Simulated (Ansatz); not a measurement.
How well does each level of theory give the bulk modulus of CsCl-type AuZn (cubic form, which distorts at low temperature)?

Reference value: 131 GPa (measured, temperature not stated, no zero-point or thermal correction; as tabulated in Nepal et al. (2020), arXiv:2007.11150).

```csv
level (code),value (GPa),cell (Å³/atom),difference (%)
LDA (Ansatz),159,14.83,+21
PBE (Ansatz),117,16.18,-10.7
PBEsol (Ansatz),143,15.31,+9.2
PBEsol+SOC (Ansatz),146,15.23,+11.5
r²SCAN (Ansatz),135,15.61,+3.1
r²SCAN-D4 (Ansatz),142,15.42,+8.4
B3LYP (VWN-RPA form) (Ansatz),99.1,16.92,-24
HSE06 (Ansatz),123,15.93,-6.1
PBE0 (Ansatz),124,15.91,-5.3
r²SCAN0 (Ansatz),135,15.59,+3.1
r²SCANh (Ansatz),135,15.61,+3.1
Hartree–Fock (Ansatz),80.6,17.95,-38
```

The reference's temperature isn't stated, so close values are not ranked against it. Off by more than 20 %, or 28 % on the side where a correction would as a rule narrow the miss (bounds picked here): Hartree–Fock (-38 %), B3LYP (VWN-RPA form) (-24 %).

The reference isn't brought to a static lattice, while the calculations are for one, so the differences are not the levels' errors alone. A static lattice is as a rule stiffer than a warm one, by over a tenth in soft solids.  Density-functional levels without +SOC have no spin–orbit coupling. LDA, PBE, PBEsol, PBEsol+SOC, r²SCAN, r²SCAN-D4, B3LYP (VWN-RPA form), HSE06, PBE0, r²SCAN0, r²SCANh, Hartree–Fock: symmetry holds this phase in the static calculation, where it need not be a minimum. Hartree–Fock: the cell is over a tenth larger than the published one: the level's own overestimate first of all, though another phase or state, or a fault of the published cell, is possible. Each level is taken at its own relaxed cell. Cutoffs and k meshes differ between the levels. Ansatz's density-functional and Hartree–Fock values are scalar-relativistic unless marked +SOC, with PAW data made under PBE.

Differences are worked out from the printed values.

Ansatz is a quantum-chemistry and plane-wave program.
